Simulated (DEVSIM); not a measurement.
# abrupt Si p-n junction

Device: abrupt Si p-n junction, at 300 K.

| layer (left to right) | material | thickness (μm) | Nd (cm⁻³) | Na (cm⁻³) | τn (s) | τp (s) |
|---|---|---|---|---|---|---|
| 1 | Si | 0.160 | - | 2.1e18 | 1.4e-6 | 1.4e-6 |
| 2 | Si | 0.390 | 4.4e16 | - | 1.4e-6 | 1.4e-6 |

Left contact: ohmic. Right contact: ohmic. Voltage is applied to the left contact. Recombination: SRH at mid-gap, radiative. Mobility is μmin + (μ − μmin)/(1 + (N/Nref)^α).

This is a model device: material constants are rounded textbook-type values typed into the input, and sizes, dopings and lifetimes were drawn at random. Values at 300 K.

```csv
parameter,Si
gap (eV),1.124
affinity (eV),4.05
permittivity,11.7
Nc (cm⁻³),2.86e19
Nv (cm⁻³),3.1e19
μn (cm²/Vs),1417
μp (cm²/Vs),470
"μn,min",52
"μp,min",45
"Nref,n",9.7e16
"Nref,p",2.2e17
αn,0.68
αp,0.72
B (cm³/s),4.7e-15
```

DEVSIM, 1D drift-diffusion, Boltzmann statistics, complete ionisation; no tunnelling, impact ionisation, image-force lowering or self-heating.

The potential step across the device at zero bias is 0.887 V. The largest field in the device at zero bias comes out as 120000 V/cm and the dark forward voltage at 1 A/cm² is 0.588 V. The dark forward voltage at 100 A/cm² is 0.710 V.

Dark reverse current:

| V (V) | J (A/cm²) |
|---|---|
| -0.10 | -1.3e-9 |
| -0.25 | -2.4e-9 |
| -0.50 | -3.9e-9 |
| -0.75 | -5.3e-9 |
| -1.00 | -6.5e-9 |
| -1.50 | -8.6e-9 |
| -2.00 | -1.0e-8 |

Dark forward current:

(V (V), J (A/cm²)): (0.05, 2.4e-9); (0.10, 1.3e-8); (0.15, 6.8e-8); (0.20, 4.1e-7); (0.25, 2.6e-6); (0.30, 1.7e-5); (0.35, 0.00012); (0.40, 0.00078); (0.45, 0.0052); (0.50, 0.035); (0.55, 0.24); (0.60, 1.6); (0.65, 11); (0.70, 69); (0.75, 420); (0.80, 2100)
